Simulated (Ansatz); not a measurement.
Take ZnS in the zinc blende structure (space group F-43m, No. 216; a = 5.357 Å) as the base.

Now apply this change: cell and atoms relaxed at a pressure of 22.5 GPa.

Levels (all Ansatz, a first-principles code, PAW): PBEsol (420 eV, without spin-orbit coupling); r2SCAN (500 eV, without spin-orbit coupling).

The geometry is relaxed with PBEsol.

| Quantity | Result |
|---|---|
| PBEsol pressure | 22.48 GPa |
| PBEsol hole mass | 0.22, 0.52, 0.52 mₑ (at Γ) |
| PBEsol gap character | indirect, Γ → X |
| PBEsol lowest conduction level above the VBM at special points | X 2.67 eV; Γ 2.93 eV; L 3.53 eV; U 3.61 eV |

With r2SCAN at the same geometry, the pressure rises by 2.864 GPa to 25.35 GPa; the hole mass (degenerate bands, along [100]) goes from 0.22, 0.52, 0.52 mₑ (at Γ) to 0.25, 0.52, 0.52 mₑ (at Γ); the gap character stays indirect, Γ → X; the lowest conduction level above the VBM at special points becomes X 3.16 eV; Γ 3.70 eV; L 4.17 eV; U 4.13 eV (PBEsol: X 2.67 eV; Γ 2.93 eV; L 3.53 eV; U 3.61 eV).

Single points use the geometry relaxed with PBEsol. Their cutoffs differ, which shifts pressures a little. Load acts through the strain it causes; cell and atoms are relaxed under it. Effective masses come from finite differences of ±0.01 Å⁻¹. Whether these cells are dynamically stable was not tested. Measured, ZnS leaves this structure (for rock salt) near 14.7 GPa (temperature not stated; as listed in Datta, Sujoy, Jana, Debnarayan, arXiv (2020)), on rising pressure, with hysteresis.
